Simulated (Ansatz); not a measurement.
SiC under a change: isotropic strain −1.50 %

Take SiC in the zinc blende structure (space group F-43m, No. 216; a = 4.357 Å) as the base.

The change: every lattice vector is shortened by 1.50 %; the atoms relax in the strained cell.

The values are results of PBEsol, PAW, 420 eV (Ansatz, a quantum-chemistry and plane-wave program; no spin-orbit coupling), not measurements. k-mesh 13×13×13 (Γ-centred); smearing 0.05 eV (Fermi–Dirac).

- Volume per atom = 9.88 Å³ (base 10.34 Å³)
- Space group = F-43m (No. 216) (base F-43m (No. 216))
- Shortest interatomic distance = 1.858 Å (base 1.887 Å)
- Energy relative to the base (free energy F) = +15 meV/atom
- Pressure = 10.96 GPa (base -0.01 GPa)
- Band gap = 1.20 eV (base 1.24 eV)
- Gap character = indirect, Γ → X (base indirect, Γ → X)
- Mean gap deformation potential ΔEg/Δln V = +0.9 eV
- Electron mass = 0.66 mₑ along k, 0.22 mₑ across (at X) (base 0.62 mₑ along k, 0.22 mₑ across (at X))
- Hole mass (degenerate bands, along [100]) = 0.39, 0.59, 0.59 mₑ (at Γ) (base 0.37, 0.59, 0.59 mₑ (at Γ))

Effective masses come from finite differences of ±0.01 Å⁻¹. Along k means along the line from Γ to the band edge. Whether these cells are dynamically stable was not tested.
